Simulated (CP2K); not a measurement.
Input and output of a self-consistent single point for ScPb3 (I4/mmm, 4 atoms in the cell) (CP2K).

Computed with PBEsol, GPW, DZVP-MOLOPT-SR-GTH basis, GTH-PBE potentials (GTH_POTENTIALS) in CP2K.

```yaml
crystal:
  lattice:
    - [6.38776, 0.00000, 0.00000]
    - [3.16869, 5.54642, 0.00000]
    - [-4.77822, -2.77321, 3.20645]
  atoms:
    - { symbol: Sc, position: [0.00000, 0.00000, 0.00000] }
    - { symbol: Pb, position: [0.75000, 0.25000, 0.50000] }
    - { symbol: Pb, position: [0.25000, 0.75000, 0.50000] }
    - { symbol: Pb, position: [0.50000, 0.50000, 0.00000] }
```

Reference input (self-consistent single point, DFT LDA (Pade form), GPW, DZVP-MOLOPT-SR-GTH basis, GTH-PADE potentials (GTH_POTENTIALS)): CUTOFF = 600 Ry; REL_CUTOFF = 50 Ry; SMEAR/METHOD = GAUSSIAN; SIGMA = 0.05 eV; KPOINTS/SCHEME = MONKHORST-PACK 7 7 7; XC_FUNCTIONAL = PADE; Sc/BASIS_SET = DZVP-MOLOPT-SR-GTH-q11; Sc/POTENTIAL = GTH-PADE-q11; Pb/BASIS_SET = DZVP-MOLOPT-SR-GTH-q4; Pb/POTENTIAL = GTH-PADE-q4; METHOD = GPW; EPS_DEFAULT = 1e-10. This run's input differs from it in these lines:

```diff
@@ -43,3 +43,6 @@
     &XC
-      &XC_FUNCTIONAL PADE
+      &XC_FUNCTIONAL
+        &PBE
+          PARAMETRIZATION PBESOL
+        &END PBE
       &END XC_FUNCTIONAL
@@ -77,3 +80,3 @@
       BASIS_SET DZVP-MOLOPT-SR-GTH-q11
-      POTENTIAL GTH-PADE-q11
+      POTENTIAL GTH-PBE-q11
     &END KIND
@@ -81,3 +84,3 @@
       BASIS_SET DZVP-MOLOPT-SR-GTH-q4
-      POTENTIAL GTH-PADE-q4
+      POTENTIAL GTH-PBE-q4
     &END KIND
```

Log, with long lists cut:

```
 SCF WAVEFUNCTION OPTIMIZATION

  Step     Update method      Time    Convergence         Total energy    Change
     1 NoMix/Diag. 0.20E+00      -     1.63950696       -57.6249975939 -5.76E+01
     2 Broy./Diag. 0.20E+00      -     0.00596109       -57.7028001541 -7.78E-02
     3 Broy./Diag. 0.20E+00      -     0.03578614       -57.4400287010  2.63E-01
     4 Broy./Diag. 0.20E+00      -     0.01507824       -57.2534354501  1.87E-01
     5 Broy./Diag. 0.20E+00      -     0.00373617       -57.3350111022 -8.16E-02
     6 Broy./Diag. 0.20E+00      -     0.00345018       -57.3154725785  1.95E-02
   [... 5 lines left out ...]
    12 Broy./Diag. 0.20E+00      -     0.00005948       -57.3052052841 -6.71E-04
    13 Broy./Diag. 0.20E+00      -     0.00000375       -57.3053075798 -1.02E-04
    14 Broy./Diag. 0.20E+00      -     0.00000896       -57.3053210921 -1.35E-05
    15 Broy./Diag. 0.20E+00      -     0.00000052       -57.3053292181 -8.13E-06
  *** SCF run converged in    15 steps ***

  Overlap energy of the core charge distribution:               0.00000000004203
  Self energy of the core charge distribution:               -110.58637933159898
  Core Hamiltonian energy:                                     25.98920547744208
  Hartree energy:                                              36.36529013062815
  Exchange-correlation energy:                                 -9.07335869739502
  Smearing free energy correction:                             -0.00008679686370
  Fermi energy:                                                 0.19438785914889

  Total energy:                                               -57.30532921805742
  Total energy (extrapolated to sigma->0):                    -57.30528581962557

                     Mulliken Population Analysis

   [... lines left out ...]

 STRESS| Analytical stress tensor [bar]
 STRESS|                        x                   y                   z
 STRESS|      x       -1.26517507178E+04  -1.73462748210E+03   1.16936214318E-02
 STRESS|      y       -1.73462748210E+03  -1.06697488157E+04   1.07566357476E-02
 STRESS|      z        1.16936214318E-02   1.07566357476E-02  -9.66291715455E+03
 STRESS| 1/3 Trace                                            -1.09948055627E+04
```

The run converged in 15 iterations. Against the reference run the pressure goes from -5.44 to -1.10 GPa.

The starting cell comes from a database of computed structures (which also holds hypothetical and non-ambient phases and stackings), without a prior relaxation at this level. Values carry the incompleteness of an atom-centred basis. The potentials were made for another functional than the one used.

Cost on one core of a shared machine: roughly 90 s.
